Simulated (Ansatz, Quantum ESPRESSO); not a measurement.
## One structure in several programs: AlRu (Pm-3m, 2 atoms in the cell)

Self-consistent single point.

```xyz
2
Lattice="2.9825 0.0000 0.0000 0.0000 2.9825 0.0000 0.0000 0.0000 2.9825" Properties=species:S:1:pos:R:3 pbc="T T T"
Al     0.0000     0.0000     0.0000
Ru     1.4912     1.4912     1.4912
```

Shared settings, as Ansatz (an electronic-structure program) writes them: kpoints.mp_grid.grid = 11 11 11; magnetization.spin_orbit = true; scf.occupations.method = gaussian; scf.occupations.width = 0.05 eV. Potentials and cutoffs stand in the table.

```
code                                                                                                       model  pressure (GPa)  cutoff
----------------  ----------------------------------------------------------------------------------------------  --------------  ------
Quantum ESPRESSO  PBE, spin-orbit coupling, PseudoDojo fully relativistic norm-conserving (PBE) pseudopotentials            4.71   85 Ry
Ansatz                                                           PBE with spin-orbit coupling, default PAW files            4.57  420 eV
```

The spread over the programs that give each value: pressure within 0.14 GPa.

Ansatz's pressure is given at a fixed set of plane waves, as the other plane-wave codes print theirs; with its correction for the finite basis it is 4.64 GPa.

The starting cell comes from a database of computed structures (which also holds hypothetical and non-ambient phases and stackings), without a prior relaxation at this level.

Left out of this page: ABINIT (failed or unconverged); Elk, FLEUR and SIESTA (not drawn, or without a comparable value).

Keys are those of Ansatz 0.2.
